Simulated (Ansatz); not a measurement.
We consider fluorite PbF2 (high-temperature phase), described by PBE+SOC (PAW; Ansatz, a first-principles code).

Run with plane-wave cutoff 520 eV, 10×10×10 k mesh, Fermi–Dirac smearing 0.01 eV, PAW data made under PBE.

The cell has the measured lattice: a = b = c = 5.931 Å, α = β = γ = 90.00°.

Problem. What does this level give for the band gap, smallest direct gap on the k points sampled and direct gap at Γ?

Solution. 
band gap: 4.04 eV (indirect)
smallest direct gap on the k points sampled: 4.18 eV
direct gap at Γ: 6.98 eV

Note: cell and atoms aren't relaxed at this level (pressure 2.5 GPa).

Computed values are for the static lattice.
